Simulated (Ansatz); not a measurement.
Base system: V in the bcc (W type) structure (space group Im-3m, No. 229; a = 2.997 Å).

(Cell as relaxed with PBE.)

Levels (all Ansatz, a program for electronic structure, PAW): PBE (420 eV, no spin-orbit coupling); PBEsol (420 eV, no spin-orbit coupling).

Each level relaxes its own structure.

```tsv
base	PBE	PBEsol
volume per atom	13.46 Å³	12.95 Å³
lattice parameter a	299.7 pm	295.9 pm
band gap	zero	zero
```

One thing is altered: Ta replaces 75.0 % of the V, ordered in a cell of 4 atoms (starting symmetry Immm) and fully relaxed.

```json
[
 {"quantity": "mixing energy (to 0.01 eV only: unlike meshes or grids)", "PBE": "+0.03 eV/atom", "PBEsol": "___"},
 {"quantity": "volume per atom", "PBE": "17.16 Å³", "PBEsol": "___"}
]
```

What does PBEsol give?


- mixing energy (to 0.01 eV only: unlike meshes or grids), PBEsol: +0.04 eV/atom
- volume per atom, PBEsol: 16.57 Å³

PBE's volume per atom lies 0.597 Å³ above PBEsol's (3.6 %). Neither level is exact; PBEsol is the comparison here, not a measurement.

These are small ordered cells, not random alloys; other orderings at the same x differ. Whether these cells are dynamically stable was not tested. Seeded moments were not kept for x(Ta) = 0.75, 4 atoms, Immm and the base. All final runs are without spin polarisation.
